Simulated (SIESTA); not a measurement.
# Short convergence ladders for the (110) slab of Bi (cut from a parent of space group no. 229; 4 atoms in the cell)

```
CELL_PARAMETERS angstrom
      3.44223     0.00000     0.00000
     -4.58964     3.24537     0.00000
      0.00000     0.00000    22.43172
ATOMIC_POSITIONS crystal
  Bi 0.00000 0.25000 0.31206
  Bi 0.00000 0.75000 0.43735
  Bi 0.00000 0.25000 0.56264
  Bi 0.00000 0.75000 0.68794
```

Base method: GGA PBEsol, numerical atomic orbitals TZP, PseudoDojo PBEsol standard norm-conserving potentials (rewritten from UPF to PSML) in SIESTA.

Base settings: XC.functional = GGA; XC.authors = PBEsol; potentials = PseudoDojo PBEsol standard; PAO.BasisSize = TZP; PAO.EnergyShift = 0.005 Ry; MeshCutoff = 300 Ry; kgrid.MonkhorstPack = 8 8 1; OccupationFunction = MP; OccupationMPOrder = 0; ElectronicTemperature = 100 meV.

Core times come from one kind of shared machine, to one figure; runs under 30 s give none.

**The k-point mesh**

Only quantities that move along the ladder and can be compared are tabulated.

```tsv
kgrid.MonkhorstPack	free energy less the last step's (meV/atom)	largest difference of a force vector from the last step's (eV/Å)	core time / last (rough)
3 3 1	-316.67	0.338	0.4
5 5 1	35.60	0.324	0.4
7 7 1	16.19	0.136	0.5
8 8 1	8.09	0.080	0.3
10 10 1	-3.25	0.059	0.5
14 14 1	0.24	0.031	0.5
19 19 1	1.09	0.007	0.4
26 26 1	0.42	0.002	0.7
42 42 1	0.00	0.000	1
```

Coarsest kgrid.MonkhorstPack that holds the free energy within 5 meV/atom of the last step, with all finer ones: 10 10 1; the step before is off by 8.1 meV/atom.

Coarsest kgrid.MonkhorstPack that holds the forces within 0.02 eV/Å of the last step, with all finer ones: 19 19 1, at about 0.4 of the last step's time; the step before is off by 0.031 eV/Å.

**The depth of the slab**

On a (110) slab of Bi (cut from a parent of space group no. 229; 1 atoms in the cell), and deeper slabs.

Surface energy = (E_slab − N e_bulk)/2A, with e_bulk from the bulk crystal on its finest mesh (6084 k-points); errors per atom of slab and bulk, whose meshes differ, grow with N.

The mesh stays at the base's, so the ladder's end is converged at best in this setting alone.

Only quantities that move along the ladder and can be compared are tabulated; forces are left out, as grid noise moves with the cell.

| atoms | unrelaxed surface energy (J/m²) | core time / last (rough) |
|---|---|---|
| 1 | 0.704 | – |
| 2 | 0.563 | 0.3 |
| 3 | 0.566 | 0.3 |
| 4 | 0.585 | 0.4 |
| 5 | 0.592 | 0.6 |
| 6 | 0.626 | 0.9 |
| 8 | 0.620 | 2 |
| 10 | 0.648 | 1 |

Smallest size that holds the unrelaxed surface energy within 0.05 J/m²: not settled: the last two steps still differ by 0.028 J/m², over half the tolerance, so the ladder does not show it.

On the base run: the starting cell comes from a database of computed structures (which also holds hypothetical and non-ambient phases and stackings), without a prior relaxation at this level. The slab is cut from that crystal, and its faces are unrelaxed. Its lattice was rescaled by up to half a per cent. Values carry the incompleteness of an atom-centred basis.
